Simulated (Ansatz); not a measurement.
Here is the system:

End structure of H2 on the (111) surface of germanium (2x2 Ge adatom at T4; a constructed slab, bottom: 4 H on 4 bottom sites), one in a cell of 57 Å², started at the site 'over Ge at depth 1.5 Å':

```xyz
39
Lattice="8.1459 0.0000 0.0000 -4.0729 7.0545 0.0000 0.0000 0.0000 33.5000" Properties=species:S:1:pos:R:3 pbc="T T T"
Ge     0.0000     0.0000    11.2967
Ge     4.0729     0.0000    11.2967
Ge    -2.0365     3.5273    11.2967
Ge     2.0365     3.5273    11.2967
Ge     0.0000     2.3515    12.1281
Ge     4.0729     2.3515    12.1281
Ge    -2.0365     5.8788    12.1281
Ge     2.0365     5.8788    12.1281
Ge     0.0072     2.3473    14.6184
Ge     4.0657     2.3473    14.6184
Ge    -2.0365     5.8871    14.6184
Ge     2.0365     5.8788    14.5741
Ge     2.0365     1.1758    15.4953
Ge     6.1094     1.1546    15.4251
Ge     0.0184     4.7136    15.4251
Ge     4.0546     4.7136    15.4251
Ge     2.0315     1.1794    17.9907
Ge     6.1069     1.0869    17.8972
Ge     0.0741     4.7488    17.8973
Ge     4.0033     4.7433    17.8981
Ge     0.0083     0.0016    18.8458
Ge     4.0604     0.0064    18.8463
Ge    -2.0279     3.5202    18.3021
Ge     2.0385     3.5200    18.8459
Ge    -0.1681    -0.0641    21.3647
Ge     4.2071    -0.0727    21.3654
Ge    -2.0802     3.5609    20.7218
Ge     2.0120     3.7084    21.3650
Ge    -0.1210     2.4243    21.8797
Ge     4.1445     2.4155    21.8934
Ge    -2.0535     5.7927    21.8950
Ge     2.0259     5.8866    22.6441
H      0.0050     0.0029     9.7380
H      4.0679     0.0029     9.7380
H     -2.0365     3.5273     9.7385
H      2.0365     3.5215     9.7380
Ge    -2.0458     3.5337    23.3747
H      1.5925     1.4260    24.3633
H      2.2340     1.0998    24.5869
```

Model: 39-atom slab, 13.7 Å thick at the start with caps and adatoms under the adsorbate (thin: gaps and levels are the slab's own), 3x3x1 mesh, Fermi-Dirac 0.01 eV, dipole correction, 20 atoms held, the rest relaxed; no symmetry held; no spin (no spin-polarised run to compare, though such a face may carry moments), no spin-orbit, no U. The slab shows no gap over 0.04 eV on its mesh. At the end no host atom lies within bonding distance. In D3-corrected PBE it is, or lies within 0.03 eV of, the lowest of the starts that converged.

A negative adsorption energy means that the adsorbate is more stable on the surface than in its reference.

Question: Give the change of the step from the bottom to the top vacuum level, against the clean slab at the level PBE with D3(BJ) dispersion (Ansatz, an electronic-structure program).

Answer: -0.009 eV

Question: Estimate the adsorption energy against H2(g) that PBE with D3(BJ) dispersion returns for this input.

Answer: -0.082 eV
